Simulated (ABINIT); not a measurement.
Band structure of RbCl (Fm-3m, 2 atoms in the cell).

```yaml
crystal:
  lattice:
    - [0.00000, 3.29000, 3.29000]
    - [3.29000, 0.00000, 3.29000]
    - [3.29000, 3.29000, 0.00000]
  atoms:
    - { symbol: Rb, position: [0.00000, 0.00000, 0.00000] }
    - { symbol: Cl, position: [0.50000, 0.50000, 0.50000] }
```

Level of theory: PBE, PAW (JTH v2.0 PBE PAW) (plane waves; ABINIT 10.0.3).

Settings: pseudos = [Rb.GGA_PBE-JTH.xml, Cl.GGA_PBE-JTH.xml]; ecut = 52 Ry; pawecutdg = 104 Ry; pawxcdev = 0; occopt = 3; tsmear = 0.00183747 Ha; ngkpt = 9 9 9; nshiftk = 1; shiftk = 0 0 0; potentials = JTH v2.0 PBE PAW; kptopt = 1; nstep = 80; tolvrs1 = 1e-12.

The starting cell has typed, rounded lattice constants, without a prior relaxation at this level.

Q: Predict the gap along the standard path and the places of the band edges.

A: The gap along the path is 4.99 eV, direct at Γ to within 0.01 eV.

Levels in eV from the top of the valence band on the SCF mesh, bands 5 to 12:
```csv
point,5,6,7,8,9,10,11,12
Γ,-7.99,0.00,0.00,0.00,4.99,8.06,8.06,8.06
X,-8.09,-0.32,-0.10,-0.10,6.26,8.08,9.71,10.17
W,-7.98,-0.44,-0.24,-0.24,7.72,7.72,9.34,9.45
K,-8.04,-0.40,-0.28,-0.22,6.99,8.75,9.07,9.82
L,-7.96,-0.86,-0.33,-0.33,7.74,8.02,10.28,10.28
U,-8.04,-0.40,-0.28,-0.22,6.99,8.75,9.07,9.82
```
